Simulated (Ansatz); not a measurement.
# Be3As2 (space group P-3m1, No. 164; a hypothetical phase, not in the database extracts checked)

```
CELL_PARAMETERS angstrom
      3.63045     0.00000     0.00000
     -1.81522     3.14406     0.00000
      0.00000     0.00000     6.00967
ATOMIC_POSITIONS crystal
  As 0.33333 0.66667 0.23219
  As 0.66667 0.33333 0.76781
  Be 0.00000 0.00000 0.00000
  Be 0.33333 0.66667 0.60902
  Be 0.66667 0.33333 0.39098
```

Calculations: plane-wave PAW DFT at the PBE level (Ansatz, an electronic-structure program, 420 eV), spin-orbit coupling left out. Settings: 15×15×8 k-points, 0.05 eV Fermi–Dirac smearing.

| Quantity | Result |
|---|---|
| Volume per atom | 13.72 Å³ |
| Density | 4.28 g/cm³ |
| Band gap | zero |
| Total energy | -1998.058 eV/atom (σ→0; compares only within this code and set-up) |

Whether these cells are dynamically stable was not tested. The final runs are not spin-polarised.
